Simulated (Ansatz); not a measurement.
W under a change: biaxial strain −1.50 %, plane normal [001], relaxed out of plane

The reference is W in the bcc (W type) structure (space group Im-3m, No. 229; a = 3.169 Å; relaxed with 0.1 eV smearing). Axes: x, y, z lie along the cube axes.

It is then changed as follows: compressive biaxial strain of 1.50 % in the plane normal to [001], as in epitaxy on a mismatched substrate; the out-of-plane cell vector and the atoms relax.

The values are results of r2SCAN (Ansatz, a quantum-chemistry and plane-wave program, PAW, without spin-orbit coupling), not measurements. Settings: 29×29×29 k-points, 0.1 eV Fermi–Dirac smearing.

```json
[
 {"quantity": "volume per atom", "base": "15.91 Å³", "changed": "15.62 Å³", "shift": "-0.29 Å³"},
 {"quantity": "space group", "base": "Im-3m (No. 229)", "changed": "I4/mmm (No. 139)", "shift": "–"},
 {"quantity": "shortest interatomic distance", "base": "2.744 Å", "changed": "2.728 Å", "shift": "-0.016 Å"},
 {"quantity": "energy relative to the base (free energy F)", "base": "0 meV/atom", "changed": "+14 meV/atom", "shift": "+14 meV/atom"},
 {"quantity": "pressure (mean of the normal stresses, compression positive)", "base": "0.0 GPa", "changed": "6.3 GPa", "shift": "+6.3 GPa"},
 {"quantity": "band gap", "base": "zero", "changed": "zero", "shift": "–"},
 {"quantity": "out-of-plane strain", "base": "–", "changed": "+1.18 %", "shift": "–"},
 {"quantity": "ratio −ε⊥/ε∥", "base": "–", "changed": "0.78", "shift": "–"}
]
```

Final structure (turned so that z lies along the plane normal):

```
CELL_PARAMETERS angstrom
      3.12130     0.00000     0.00000
      0.00000     3.12130     0.00000
      1.56065    -1.56065     1.60305
ATOMIC_POSITIONS crystal
  W  0.00000 0.00000 0.00000
```

Cost of the whole job for the changed cell (relaxation, final SCF and bands): roughly 3 core-minutes.

No phonon test of stability was made. The final runs are not spin-polarised.
